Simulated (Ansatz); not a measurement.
Take AlN in the wurtzite structure (space group P6_3mc, No. 186) as the base.

```
CELL_PARAMETERS angstrom
      3.08878     0.00000     0.00000
     -1.54439     2.67496     0.00000
      0.00000     0.00000     4.94326
ATOMIC_POSITIONS crystal
  Al 0.33333 0.66667 0.00000
  Al 0.66667 0.33333 0.50000
  N  0.33333 0.66667 0.38200
  N  0.66667 0.33333 0.88200
```

Cartesian axes are those of the cell as printed.

The values are results of LDA (Ansatz, a program for electronic structure, PAW, scalar-relativistic without spin-orbit coupling), not measurements.

One thing is altered: uniaxial strain ε_zz = −2.40 %, all other strain components held at zero; the atoms relax in the strained cell.

Task: Predict the stress tensor and what it implies for the stiffness.

Result: Stress of the strained cell less that of the base (GPa, compression positive):
```
   3.06    0.00    0.00
   0.00    3.06    0.00
   0.00    0.00    8.73
```

Then −Δσ_ii/ε with ε = -0.0240 gives secant stiffness values (nonlinear terms included at this strain): C33 ≈ 364 GPa, C13 ≈ 127 GPa and C23 ≈ 127 GPa.

As a check, the harmonic strain energy −½ V₀ Δσ:ε is 6.7 meV/atom; the computed energy rise is 6.7 meV/atom.

Whether these cells are dynamically stable was not tested.
